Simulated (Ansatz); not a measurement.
**PBE-D3(BJ) against r2SCAN+rVV10: ZrS2**

Start from ZrS2 in the CdI2 type structure (space group P-3m1, No. 164; a = 3.6348 Å, c = 5.7197 Å; layered, stacked along the Cartesian z axis).

(Cell as relaxed with PBE-D3(BJ).)

Levels (all Ansatz, a program for electronic structure, PAW): PBE-D3(BJ) (420 eV, spin-orbit coupling left out); r2SCAN+rVV10 (500 eV, no spin-orbit coupling).

Each level relaxes its own structure.

```json
[
 {"quantity": "volume per atom", "PBE-D3(BJ)": "21.81 Å³", "r2SCAN+rVV10": "(withheld)"},
 {"quantity": "lattice parameter a", "PBE-D3(BJ)": "3.635 Å", "r2SCAN+rVV10": "(withheld)"},
 {"quantity": "lattice parameter c", "PBE-D3(BJ)": "5.720 Å", "r2SCAN+rVV10": "(withheld)"},
 {"quantity": "band gap", "PBE-D3(BJ)": "0.66 eV", "r2SCAN+rVV10": "(withheld)"},
 {"quantity": "gap character", "PBE-D3(BJ)": "indirect, Γ → L", "r2SCAN+rVV10": "(withheld)"}
]
```

Question: What does r2SCAN+rVV10 give?

Answer: 
- volume per atom, r2SCAN+rVV10: 22.84 Å³
- lattice parameter a, r2SCAN+rVV10: 3.674 Å
- lattice parameter c, r2SCAN+rVV10: 5.860 Å
- band gap, r2SCAN+rVV10: 1.17 eV
- gap character, r2SCAN+rVV10: indirect, K–Γ (87 % along) → L

PBE-D3(BJ)'s volume per atom lies 1.025 Å³ below r2SCAN+rVV10's (4.5 %); PBE-D3(BJ)'s lattice parameter a lies 0.039 Å below r2SCAN+rVV10's (1.1 %); PBE-D3(BJ)'s lattice parameter c lies 0.1406 Å below r2SCAN+rVV10's (2.4 %); PBE-D3(BJ)'s band gap lies 0.51 eV below r2SCAN+rVV10's; they disagree on the gap character. Neither level is exact; r2SCAN+rVV10 is the comparison here, not a measurement.

No phonon test of stability was made.
